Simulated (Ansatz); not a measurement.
Structures of equal composition on the (100) surface of rock-salt TiN: C on all N sites of the second plane; C on all N sites of the top plane. The slabs share one bottom face, and each structure is named by its start. These are constructed structures in small cells; real faces may alloy, dewet or reconstruct in larger ones, and not all known structures of the face are among them. Slabs of about 13 Å, Fermi-Dirac smearing of 0.1 eV. Bottom of the slabs: a bare face, its two planes held. Relaxed from the named starts with such symmetry as they have, on meshes of like density; energies extrapolated to zero smearing; spin only where a row says so; no spin-orbit coupling, no U. Brackets mark spin-polarised runs, whose order is one that fits the cell.

Computed with PBE (plane waves to 420 eV, PAW; Ansatz, a program for electronic structure).

Task: Put the candidates in order of energy per 1x1 cell, lowest first, for PBE.

Result: C on all N sites of the second plane (0.000 eV), C on all N sites of the top plane (0.415 eV)
